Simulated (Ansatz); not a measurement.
The parent structure is Ir in the fcc (Cu type) structure (space group Fm-3m, No. 225; a = 3.844 Å).

Computed with r2SCAN, PAW, 500 eV (Ansatz, a quantum-chemistry and plane-wave program; spin-orbit coupling left out).

Before the change:

The lattice parameter a comes out as 384.4 pm.

It is then changed as follows: a negative pressure, −2 GPa.

Problem. What does the calculation give for the lattice parameter a after the change?

Solution. The lattice parameter a rises by 0.7 pm (384.4 pm → 385.1 pm).

Load acts through the strain it causes; cell and atoms are relaxed under it. Stability against distortions was not tested. The final runs are not spin-polarised.
